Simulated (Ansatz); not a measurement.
CuGaSe2: stress against strain

CuGaSe2 (chalcopyrite, I-42d, 21.475 Å³/atom and stress up to 0.01 GPa in the relaxed cell, c along z) under a strain ε along a (axis x), the other axes held. PBEsol in Ansatz, a plane-wave DFT program (PAW, default set), 420 eV, 8×8×8 Γ-centred mesh, Fermi-Dirac smearing 0.05 eV; ions are relaxed, or left where forces stay under 0.02 eV/Å, within the symmetry of each cell. Stress is positive for a compressed cell.

Here s stands for strain and y for stress xx.

```
strain (%)  stress xx (GPa)
----------  ---------------
-1.50                  1.48
-0.75                  0.73
0.00                  -0.01
0.75                  -0.72
1.50                  -1.42
3.00                      ?
```

Taking a straight line for y over the 5 complete rows: Means: s 0, y 0.012. About the means, the sum of products is -5.4375 and the sum of squares of s is 5.6250; the slope is their ratio. Least squares gives y = 0.012 - 0.9667·s. Residuals (row less fit): 0.018, -0.007, -0.022, -0.007, 0.018; standard error 0.020 (degrees of freedom: 3). The slope gives the elastic constant C11 = 96.7 ± 0.9 GPa (± standard error of the fit, which holds the terms cut off).

Task: What does the fit predict for y at s = 3.00, and how far is the calculated value from it?

Result: y = 0.012 - 0.9667 × 3.00 = -2.888 GPa. The calculation gives -2.77 GPa, 0.118 GPa above the prediction (2.8 % of the range of y in the table). The row lies outside the fitted rows, so this is an extrapolation. From the scatter of the fitted rows alone, a prediction at this place has a standard error of 0.034 GPa, so the miss is 3.5 times that.

A polynomial of degree 2 through the 8 other runs of the series gives -2.77 there, so most of the miss is curvature that the fit leaves out. This level leaves no gap over 0.05 eV at strain 3.00 %. Rows are the converged runs of the series near zero and its far end; series whose fitted rows scatter by over a few per cent of the range, as at a crossing or softening among them, aren't shown in this form, nor equations of state whose B0' disagrees with the runs' pressures. Most that stay on the fit to the last digits aren't either.
